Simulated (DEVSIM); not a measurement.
Structure: Schottky contact on n-type β-Ga2O3, at 350 K.

Layer 1 from the left is β-Ga2O3, thickness (μm) 0.330, Nd (cm⁻³) 1.3e16, τn (s) 7.3e-8, τp (s) 7.3e-8.

Left contact: Schottky, work function 5.5 eV, emission velocity 2e6 cm/s. Right contact: ohmic. Voltage is applied to the left contact. Recombination: SRH at mid-gap, Auger. Mobility is μmin + (μ − μmin)/(1 + (N/Nref)^α).

This is a model device: material constants are rounded textbook-type values typed into the input, and sizes, dopings and lifetimes were drawn at random. Values at 300 K; Nc and Nv go as T^1.5, mobilities as T to minus their exponent, the gap by Varshni's rule with the affinity fixed.

β-Ga2O3: gap (eV) 4.8, affinity (eV) 4, permittivity 10, Nc (cm⁻³) 3.7e18, Nv (cm⁻³) 5e20, μn (cm²/Vs) 160, μp (cm²/Vs) 1, μn,min 20, μp,min 0.1, Nref,n 1e18, Nref,p 1e18, αn 0.8, αp 0.8, T exponent of μn 1.8, T exponent of μp 1.5, Cn (cm⁶/s) 1e-31, Cp (cm⁶/s) 1e-31, Varshni α (eV/K) 0.0004, Varshni β (K) 600.

DEVSIM, 1D drift-diffusion, Boltzmann statistics, complete ionisation; no tunnelling, impact ionisation, image-force lowering or self-heating. Metal contacts follow the ideal Schottky-Mott rule: no Fermi-level pinning, no interface dipoles.

Dark forward current:

```
|V| (V)  |J| (A/cm²)
-------  -----------
0.20       2.299e-13
0.25       1.202e-12
0.30       6.277e-12
0.35       3.276e-11
0.40       1.709e-10
0.45       8.911e-10
0.50        4.644e-9
0.55        2.418e-8
0.60        1.259e-7
0.65        6.543e-7
0.70        3.398e-6
0.75        1.762e-5
0.80        9.123e-5
0.85       0.0004713
0.90        0.002427
0.95         0.01245
1.00         0.06351
1.05          0.3209
1.10           1.592
1.15           7.574
1.20           32.33
1.25           109.0
1.30           266.6
1.35           497.5
1.40           778.0
1.45            1090
```

Task: Work out the local ideality factor n = ΔV / (kT/q · ln(J2/J1)) between the rows 0.20 and 0.25 V, 1.40 and 1.45 V.

Result: kT/q = 30.16 mV. From 0.20 to 0.25 V: ln(1.202e-12/2.299e-13) = 1.654, n = 1.00, near the 1 of diffusion or emission over a barrier. From 1.40 to 1.45 V: ln(1090/778.0) = 0.337, n = 4.92; the layers' resistance at their doping, Σ W/(qμN) = 0.00013 Ω cm², would take 42 mV of this step of 50 mV.

Task: Estimate the current at 0.65 V for emission alone, J0 = q v N_band exp(−φB/kT), and read the barrier back from the simulated current.

Result: φB = 1.500 eV, N_band = 4.66e18 cm⁻³, J0 = 3.76e-16 A/cm²; J = J0 (exp(qV/kT) − 1) = 8.60e-7 A/cm². The simulation gives 6.54e-7 A/cm²; the estimate lies 31 % above. Read backwards, the simulated current gives an apparent barrier of 1.508 eV. The estimate leaves out transport through the depletion region and minority injection.
